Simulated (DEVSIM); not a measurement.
**Schottky contact on n-type InP**

Device: Schottky contact on n-type InP, at 300 K.

```csv
layer (left to right),material,thickness (μm),Nd (cm⁻³),τn (s),τp (s)
1,InP,11.0,8.5e16,3.4e-8,3.4e-8
```

Left contact: Schottky, work function 4.97 eV, emission velocity 1.1e7 cm/s. Right contact: ohmic. Voltage is applied to the left contact. Recombination: SRH at mid-gap, Auger. Mobility is constant in doping.

The device is made up for the run: typed textbook-type constants, with dimensions and the other settings drawn at random. Values at 300 K.

| parameter | InP |
|---|---|
| gap (eV) | 1.344 |
| affinity (eV) | 4.38 |
| permittivity | 12.5 |
| Nc (cm⁻³) | 5.7e17 |
| Nv (cm⁻³) | 1.1e19 |
| μn (cm²/Vs) | 5200 |
| μp (cm²/Vs) | 170 |
| Cn (cm⁶/s) | 9e-31 |
| Cp (cm⁶/s) | 9e-31 |

Model (solved in DEVSIM): 1D drift-diffusion, Boltzmann statistics, complete ionisation; no tunnelling, impact ionisation, image-force lowering or self-heating. Metal contacts follow the ideal Schottky-Mott rule: no Fermi-level pinning, no interface dipoles.

```json
{
 "potential_step_across_the_device_at_zero_bias": "0.541 V",
 "largest_field_in_the_device_at_zero_bias": "110000 V/cm",
 "Dark forward voltage at 1 A/cm²": "0.233 V",
 "Dark forward voltage at 100 A/cm²": "0.355 V"
}
```

Small-signal capacitance in reverse bias (quasi-static):

| V (V) | C (nF/cm²) |
|---|---|
| -0.1 | 111 |
| -0.25 | 99.2 |
| -0.5 | 86.2 |
| -0.75 | 77.2 |
| -1 | 70.5 |
| -1.5 | 61.2 |
| -2 | 54.7 |
| -2.5 | 50.0 |
| -3.25 | 44.7 |
| -4 | 40.9 |

Dark reverse current:

```json
[
 {"V (V)": "-0.10", "J (A/cm²)": "-0.00012"},
 {"V (V)": "-0.25", "J (A/cm²)": "-0.00012"},
 {"V (V)": "-0.50", "J (A/cm²)": "-0.00012"},
 {"V (V)": "-0.75", "J (A/cm²)": "-0.00012"},
 {"V (V)": "-1.00", "J (A/cm²)": "-0.00012"},
 {"V (V)": "-1.50", "J (A/cm²)": "-0.00012"},
 {"V (V)": "-2.00", "J (A/cm²)": "-0.00012"},
 {"V (V)": "-2.50", "J (A/cm²)": "-0.00012"},
 {"V (V)": "-3.25", "J (A/cm²)": "-0.00012"},
 {"V (V)": "-4.00", "J (A/cm²)": "-0.00012"}
]
```
